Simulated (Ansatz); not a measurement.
Ansatz (an electronic-structure program) run on KMgF3 (Pm-3m, 5 atoms in the cell): relaxation of cell and atoms.

Method: LDA (PW92), default PAW files made with PBE (plane waves; Ansatz).

The change in words: atoms on their sites; basis.ecutwfc: 420 eV → 210 eV; relax: default → cell and atoms. Reference geometry:
```yaml
crystal:
  lattice:
    - [4.00995, 0.00000, 0.00000]
    - [0.00000, 4.00995, 0.00000]
    - [0.00000, 0.00000, 4.00995]
  atoms:
    - { symbol: K, position: [0.00000, 0.00000, 0.01247] }
    - { symbol: Mg, position: [0.50000, 0.50000, 0.50000] }
    - { symbol: F, position: [0.50000, 0.00000, 0.50000] }
    - { symbol: F, position: [0.00000, 0.50000, 0.50000] }
    - { symbol: F, position: [0.50000, 0.50000, 0.00000] }
```

Reference input (self-consistent single point, DFT, LDA (PW92), plane waves, default PAW files made with PBE): basis.ecutwfc = 420 eV; kpoints.mp_grid.grid = 6 6 6; hamiltonian.xc = lda; hamiltonian.pseudopotentials = {kind: paw} (the program's default PAW files); scf.occupations.method = fermi_dirac; scf.occupations.width = 0.02 eV. This run's input differs from it in these lines:

Ansatz 0.2 input:
```diff
@@ -7,3 +7,3 @@
   atoms:
-    - { symbol: K, position: [0.000000, 0.000000, 0.012469] }
+    - { symbol: K, position: [0.000000, 0.000000, 0.000000] }
     - { symbol: Mg, position: [0.500000, 0.500000, 0.500000] }
@@ -13,3 +13,3 @@
 basis:
-  ecutwfc: 420.0
+  ecutwfc: 210.0
 kpoints:
@@ -21,2 +21,4 @@
   occupations: { method: fermi_dirac, width: 0.02 }
+relax:
+  cell: {}
 output:
```

Output (repeated stretches shortened):

```
   [... SCF lines of the steps left out ...]
relax step   1: F+E_penalty+E_count = -5760.00177439 eV  Δ(F+E_penalty+E_count) = +0.000e0 eV  max|allowed force component| = 1.635e-28 eV/Å  Δτ_max = 0.0000 Å  P = -5.694 GPa  Ω = 64.479 Å³  (7 SCF iters, dr2 threshold 1.00e-7 eV, accepted)
relax step   2: F+E_penalty+E_count = -5763.53103368 eV  Δ(F+E_penalty+E_count) = -3.529e0 eV  max|allowed force component| = 1.094e-29 eV/Å  Δτ_max = 0.0000 Å  P = +21.779 GPa  Ω = 62.201 Å³  energy of the carried Pulay correction = +3.642e0 eV  (6 [...]
   [... lines left out ...]
relax step 120: F+E_penalty+E_count = -5760.21731477 eV  Δ(F+E_penalty+E_count) = +4.199e-2 eV  max|allowed force component| = 7.342e-29 eV/Å  Δτ_max = 0.0000 Å  P = -0.002 GPa  Ω = 61.118 Å³  energy of the carried Pulay correction = -4.202e-2 eV  [...]
relax step 121: F+E_penalty+E_count = -5760.21731477 eV  Δ(F+E_penalty+E_count) = +1.455e-11 eV  max|allowed force component| = 9.256e-29 eV/Å  Δτ_max = 0.0000 Å  P = +0.456 GPa  Ω = 61.118 Å³  stress off target by 4.56e-1 GPa  SCF on the basis [...]
basis re-selected at this cell: Δ(F+E_penalty+E_count) = +1.455e-11 eV, ΔP = +0.459 GPa vs the last step
   [... lines left out ...]
Free energy (F): -5760.217315 eV
Fermi energy:    6.314277 eV
Error: variable-cell relaxation did not converge after 121 `relax_step` rows, as none of its last 54 fresh-basis SCF(s) at a relaxed cell met both thresholds with a finite energy. The last misses `relax.cell.stress_tol`: largest allowed force component 9.26e-29 eV/Å (`relax.f_tol` 1.00e-2 eV/Å), stress off the target on the free part of the cell 4.56e-1 GPa (`relax.cell.stress_tol` 5.00e-2 GPa), F+E_penalty+E_count -5760.21731477 eV. The closest is row 97, whose structure comes with this error. Larger ratio of force or stress to its threshold at each such SCF whose figures are numbers: 114.414, 76.455, 65.754, 39.845, 21.370, 19.227, 21.087, 15.290, 15.866, 21.476, 28.811, 15.965, [...]
   [... lines left out ...]
to start a new deck from the relaxed geometry:
  cell:  # Å, volume = 61.0921 Å³
    - [3.9384776686925296, 3.70545912034566e-32, 6.377135219500965e-33]
    - [3.70545912034566e-32, 3.9384776686925296, -1.0271626370065257e-32]
    - [6.377135219500965e-33, -1.0271626370065257e-32, 3.9384776686925296]
  atoms:
    - { symbol: K, position: [1.0637002111064238e-45, 6.358193274856663e-46, 8.081154874128447e-47] }
    - { symbol: Mg, position: [0.49999999999999994, 0.49999999999999994, 0.49999999999999994] }
    - { symbol: F, position: [0.49999999999999994, -4.141288552405252e-46, 0.49999999999999994] }
    - { symbol: F, position: [-8.173100662285127e-46, 0.49999999999999994, 0.49999999999999994] }
    - { symbol: F, position: [0.49999999999999994, 0.49999999999999994, 3.3612688994119452e-47] }
```

The relaxation ended unconverged. 

The starting cell has typed, rounded lattice constants, without a prior relaxation at this level. Its lattice was rescaled by up to half a per cent. The cutoff lies below the one recommended for these files.

Cost on one core of a shared machine: roughly 90 s.
